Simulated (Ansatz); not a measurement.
GaSb under load (space group F-43m), PBE with spin-orbit coupling, rigid bands (Ansatz, an electronic-structure program). Condition of this run: hydrostatic pressure of 5.4 GPa (compression positive) (the target of the relaxation). Band gap 0.37 eV, N_c = 1.30e19 cm⁻³ and N_v = 6.25e18 cm⁻³ at 300 K, conductivity masses of 0.144 mₑ (electrons) and 0.254 mₑ (holes). Take k_BT = 0.02585 eV.

Q: What thermal injection velocity √(2k_BT/πm) limits a ballistic channel?

A: 1.42e7 cm/s for electrons and 1.07e7 cm/s for holes, a ratio of √(m_h/m_e) = 1.33, for dilute carriers.

Q: A film of it is 5 nm thick. Estimate the confinement energies in an infinite well.

A: ħ²π²/(2m t²) = 0.376 eV·nm²/(m/mₑ × t²) gives 104 meV for electrons and 59.2 meV for holes, so the gap would widen to about 0.53 eV. Finite barriers and nonparabolic bands lower this, and with several valleys or bands the heaviest mass along the normal sets the lowest level, not this average.

Q: Find the intrinsic carrier density and the intrinsic Fermi level.

A: n_i = √(N_c N_v) exp(−E_g/2k_BT) = 9.01e18 × exp(−7.16) = 7.0e15 cm⁻³. The level lies (k_BT/2) ln(N_v/N_c) = -9 meV from mid-gap (positive towards the conduction band). Each 0.1 eV added to the gap lowers n_i by a factor of 6.9.

Rigid bands with the computed gap; masses take one relaxation time for all states. Geometry: cell and atoms relaxed with PBEsol.
